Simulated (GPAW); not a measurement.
# σyy against uniaxial strain in bcc Nb (space group 229): C12 (GPAW, LDA)

```xyz
1
Lattice="-1.5965 1.6208 1.6208 1.5965 -1.6208 1.6208 1.5965 1.6208 -1.6208" Properties=species:S:1:pos:R:3 pbc="T T T"
Nb     0.0000     0.0000     0.0000
```

Level of theory: LDA (Perdew-Wang 92), GPAW PAW datasets LDA (gpaw-data 1.0.1) (plane waves; GPAW). Settings: mode = pw; ecut = 585 eV; xc = LDA; kpts = 38 38 38; mesh shift (steps) = 0 0 0; occupations.name = fermi-dirac; occupations.width = 0.05 eV; nbands = -7; convergence.density = 1e-06 e/electron; convergence.energy = 1e-06 eV/electron; symmetry.symmorphic = false; symmetry.tolerance = 0.0005; maxiter = 150. The cell above is the first row's. The rows stretch one cube axis (x) by the strain ε and hold the other two. Stress is positive in tension. In all rows the k mesh is held.

| ε (%) | σyy (GPa) |
|---|---|
| -1.5 | ? |
| -1.0 | -1.36 |
| -0.5 | -0.60 |
| 0.0 | 0.15 |
| 0.5 | 0.86 |
| 1.0 | 1.56 |
| 1.5 | 2.23 |
| 2.0 | 2.88 |

The 7 complete rows are fitted with a parabola, σyy against ε. Least squares gives σyy = 0.145 + 1.4598·ε - 0.0462·ε². Residuals (row less fit): 0.001, -0.004, 0.005, -0.003, 0.001, -0.001, 0.000; standard error 0.004 (degrees of freedom: 4). The slope at ε = 0, 1.4598 GPa per cent, gives C12 ≈ 100 × 1.4598 = 146 GPa, for the static lattice.

Problem. What does the fit predict for σyy at ε = -1.5, and how far is the calculated value from it?

Solution. σyy = 0.145 + 1.4598 × (-1.5) - 0.0462 × (-1.5)² = -2.149 GPa. The calculation gives -2.16 GPa, 0.011 GPa below the prediction (0.2 % of the range of σyy in the table). The row lies outside the fitted rows, so this is an extrapolation. From the scatter of the fitted rows alone, a prediction at this place has a standard error of 0.007 GPa, so the miss is 1.6 times that.

Carrying the step between the two nearest rows on in a straight line would have given -2.12, off by 0.04; series whose last step already gives the withheld value aren't shown. The reference cell has the volume at which an earlier scan in this program and functional put its minimum by a fit. The unstrained cell stands at a pressure of -0.15 GPa, and the constants belong to that pressure. Spin polarisation is off. Without a gap such slopes are sensitive to mesh and smearing. Cutoffs and mesh are single choices, not tested for convergence of this quantity. Series with a scatter that would blur these digits, or in which a gap closes, are not shown. Strain series were run only where this level's volume lies within 10 % of a first guess from the measured size.
